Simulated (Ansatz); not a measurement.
SiO2 (P6₃22, No. 182, 12 atoms in the cell; start mp-559091; a measured phase of this formula has another space group)

All values below come from r²SCAN+rVV10 in Ansatz (PAW).

Run with plane-wave cutoff 560 eV, 12×12×4 k mesh (along the axes of the cell as run), Fermi–Dirac smearing 0.01 eV, scalar-relativistic PAW data made under PBE.

Cell (relaxed at this level):

Space group P6₃22 (No. 182); a = 4.985 Å, b = 4.985 Å, c = 8.565 Å, α = 90.00°, β = 90.00°, γ = 120.00°

```json
[
 {"atom": "Si", "site": "4f", "symmetry": "3..", "x": "0.3333", "y": "0.6667", "z": "0.0631"},
 {"atom": "O", "site": "6g", "symmetry": ".2.", "x": "0.0000", "y": "0.4030", "z": "0.0000"},
 {"atom": "O", "site": "2c", "symmetry": "3.2", "x": "0.3333", "y": "0.6667", "z": "0.2500"}
]
```

| Item | Result |
|---|---|
| band gap | 6.05 eV (indirect) |
| smallest direct gap on the k points sampled | 6.13 eV |

The computed numbers hold no vibrational or temperature effects.

A start named mp-… is a Materials Project structure, which need not be a measured phase.

Ansatz is an electronic-structure program.
